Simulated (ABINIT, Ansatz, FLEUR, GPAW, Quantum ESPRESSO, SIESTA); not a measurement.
# CaF (P6_3mc, 4 atoms in the cell) computed with different codes at matched settings

Self-consistent single point.

```
CELL_PARAMETERS angstrom
      3.95322     0.00000     0.00000
     -1.97661     3.42359     0.00000
      0.00000     0.00000     6.43637
ATOMIC_POSITIONS crystal
  Ca 0.33333 0.66667 0.99988
  Ca 0.66667 0.33333 0.49988
  F  0.33333 0.66667 0.37512
  F  0.66667 0.33333 0.87512
```

Shared settings, as Ansatz (a program for electronic structure) writes them: kpoints.mp_grid.grid = 5 5 3; scf.occupations.method = gaussian; scf.occupations.width = 0.01 Ry. Potentials and cutoffs stand in the table.

```csv
code,model,pressure (GPa),largest force (eV/Å),cutoff
FLEUR,"PBEsol, all-electron FLAPW (FLEUR), scalar-relativistic valence",–,0.005,Kmax 3.9 1/bohr
Quantum ESPRESSO,"PBEsol, GBRV 1.5 ultrasoft (PBESOL) pseudopotentials",-1.55,0.007,40 Ry
SIESTA,"GGA PBEsol, numerical atomic orbitals DZP, PseudoDojo PBEsol standard norm-conserving potentials (rewritten from UPF to PSML)",1.43,0.092,grid 400 Ry
GPAW,"PBEsol, GPAW PAW datasets PBEsol (made by gpaw-setup)",–,0.006,950 eV
ABINIT,"PBEsol, norm-conserving pseudopotentials (PseudoDojo nc-sr-04 PBEsol standard)",-1.44,0.007,42 Ha
Ansatz,"PBEsol, PAW files made with PBE",-1.52,0.007,default
```

A dash marks a value that a program does not give, or that is left out as unsure.

No clean gap comes from Quantum ESPRESSO, SIESTA, GPAW, ABINIT and Ansatz: levels at the Fermi energy touch, overlap or are partly filled at this smearing.

The spread over the programs that give each value: pressure within 2.98 GPa; largest force within 0.087 eV/Å.

SIESTA uses small atom-centred bases, whose incompleteness enters pressures, forces and empty levels differently from a plane-wave cutoff. FLEUR treats all electrons, but the usual bases taken here (sphere radii, linearisation, local orbitals, empty states) were not tested for convergence, so the values are no reference for the others. Ansatz's pressure is given at a fixed set of plane waves, as the other plane-wave codes print theirs; with its correction for the finite basis it is -1.36 GPa. The pressure of GPAW is left out: its cutoff lies under the one at which its stress was checked. In the pressure, SIESTA (by 2.96) lies more than 1 GPa from the median of the plane-wave programs. In the force vectors, SIESTA (by 0.099) lies more than 0.08 eV/Å from the median of the plane-wave programs.

On the base mesh (13 13 7) the same programs gave: Ansatz pressure -1.66 GPa; Quantum ESPRESSO pressure -1.69 GPa; ABINIT pressure -1.58 GPa; SIESTA pressure 1.37 GPa.

The starting cell comes from a database of computed structures (which also holds hypothetical and non-ambient phases and stackings), without a prior relaxation at this level.

Left out of this page: CP2K (on another mesh).

Keys are those of Ansatz 0.2.
